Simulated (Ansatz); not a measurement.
Here is the system:

```yaml
crystal:
  lattice:
    - [3.18893, 0.00000, 0.00000]
    - [-1.59447, 2.76169, 0.00000]
    - [0.00000, 0.00000, 5.19236]
  atoms:
    - { symbol: Ga, position: [0.66667, 0.33333, 0.49908] }
    - { symbol: Ga, position: [0.33333, 0.66667, 0.99908] }
    - { symbol: N, position: [0.66667, 0.33333, 0.87592] }
    - { symbol: N, position: [0.33333, 0.66667, 0.37592] }
```

Space group of this cell: P6_3mc, wurtzite. The cell is taken as given; by r2SCAN its mean pressure is -1.0 GPa.

Computed with r2SCAN (plane waves, PAW; Ansatz, a program for electronic structure).

The current runs along the normal of the first two printed vectors; no spin-orbit coupling. Scaled by the factor s: the length along the current (ions clamped). Meshes 12×12×6 and 12×12 across the current in all rows.

```json
[
 {"s": "0.97", "mean pressure (GPa)": "5.5", "band gap (eV)": "2.53"},
 {"s": "1.00", "mean pressure (GPa)": "-1.0", "band gap (eV)": "2.31"},
 {"s": "1.03", "mean pressure (GPa)": "-6.1", "band gap (eV)": "?"}
]
```

**Question.** Take the slope of the band gap against ln s from the two given rows, extrapolate to s = 1.03, and say what the run there gives.

**Answer.** Slope = (2.53 − 2.31) / ln 0.97 = -7.22 eV. The line gives 2.31 + (-7.22) × ln 1.03 = 2.10 eV. The run gives 2.02 eV, 0.08 eV under the line, 36 % of the predicted step.
